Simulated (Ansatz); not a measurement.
# A computed series for CdS: response to strain

Base system: CdS in the wurtzite structure (space group P6_3mc, No. 186).

```
CdS
1.0
    4.07411     0.00000     0.00000
   -2.03706     3.52828     0.00000
    0.00000     0.00000     6.63675
Cd S
2 2
Direct
  0.33333   0.66667   0.00038
  0.66667   0.33333   0.50038
  0.33333   0.66667   0.37662
  0.66667   0.33333   0.87662
```

Cartesian axes are those of the cell as printed.

Strains are applied to the cell and any free atomic positions relax.

Calculations: Ansatz (an electronic-structure program) LDA, spin-orbit coupling left out.

Notes on the quantities. energy relative to the base: free energy F.

| variant | energy relative to the base | band gap | volume per atom |
|---|---|---|---|
| base | 0 meV/atom | 1.03 eV | 23.85 Å³ |
| tensor shear ε_xz = +1.00 % | +0.5 meV/atom | 1.01 eV | 23.85 Å³ |
| tensor shear ε_xz = +0.33 % | +0.1 meV/atom | 1.02 eV | 23.85 Å³ |
| tensor shear ε_xz = +1.33 % | +0.8 meV/atom | 1.00 eV | 23.85 Å³ |
| tensor shear ε_xz = +1.67 % | +1.3 meV/atom | 0.99 eV | 23.84 Å³ |
| tensor shear ε_xz = +2.00 % | +1.9 meV/atom | 0.98 eV | 23.84 Å³ |
| tensor shear ε_xz = +0.67 % | +0.2 meV/atom | 1.02 eV | 23.85 Å³ |

Stability against distortions was not tested.
